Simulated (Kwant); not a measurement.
System: wire with an abrupt hard-wall neck in a Ge (holes) two-dimensional gas. Effective mass 0.06 mₑ, grid spacing 4 nm, hard walls, nominal width 80 nm (19 grid rows, so walls 80 nm apart), one parabolic valley, scattering region 240 nm long along x; energies count from the band bottom; Fermi energy swept from 0.00048962 to 0.02756 eV. Central neck 34 nm wide and 32 nm long.

Constants are typed, rounded textbook-type inputs, not results; the design itself was drawn at random and stands for no fabricated device.

Model: effective-mass tight-binding model on a square grid, one spin, coherent transport at 0 K (Kwant). Conductance is in e²/h.

Density of the scattering states that come in from the left lead, at energy = 0.0071591 eV, in bins, relative to the largest site value (x marks bins outside the device):

```
|0000000000000000000xxxxxx0000000000000000000|
|2100012332000123220xxxxxx0000000000000000000|
|5310125653101346541xxxxxx0000000000000000000|
|7420137885201468862xxxxxx0000000000000000000|
|8521248996211479972xxxxxx0001110000000000000|
|84212479852114799730000000111111111111111111|
|64212367642113577632222111111111111111111111|
|42212244432112344433333332111111111111111111|
|21111222221111122234455443211111111111111111|
|11111111111111111234556543211111111111111111|
|21111222221111122234455443211111111111111111|
|42212244432112344433333332111111111111111111|
|64212367642113577632222111111111111111111111|
|84212479852114799730000000111111111111111111|
|8521248996211479972xxxxxx0001110000000000000|
|7420137885201468862xxxxxx0000000000000000000|
|5310125653101346541xxxxxx0000000000000000000|
|2100012332000123220xxxxxx0000000000000000000|
|0000000000000000000xxxxxx0000000000000000000|
```
Scale: ten equal steps from 0.002 (start of '0') to 0.968 (end of '9'), in the order '0123456789'; x runs from -113 to 113, y from -34.4 (bottom) to 34.4 (top).

The conductance there is 1.00 e²/h with 2 open channel(s) in the leads.
